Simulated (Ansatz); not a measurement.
Consider KTaO₃ in the cubic perovskite structure (space group Pm-3m, No. 221; a = 3.989 Å).

All numbers come from Ansatz (a quantum-chemistry and plane-wave program), r2SCAN, PAW, cutoff 500 eV, spin-orbit coupling left out, earlier PAW set.

One change was made to it. Results:

The smallest direct gap grows by 0.14 eV (3.30 eV → 3.44 eV); the lattice parameter a shrinks by 0.096 Å, from 3.989 Å to 3.893 Å; the band gap rises by 0.19 eV (2.64 eV → 2.83 eV).

Which change produced these results?
A) pressure 45 GPa
B) pressure −1 GPa
C) pressure 60 GPa
D) pressure 9 GPa
E) pressure 18 GPa

E, pressure 18 GPa. For comparison, the band gap in the other runs: pressure −1 GPa gives 2.63 eV; pressure 9 GPa gives 2.74 eV; pressure 60 GPa gives 3.09 eV; pressure 45 GPa gives 3.01 eV.

With Ta present, leaving out spin-orbit coupling can change the band edges. Load acts through the strain it causes; cell and atoms are relaxed under it. No phonon test of stability was made. Competing high-pressure phases were not computed.
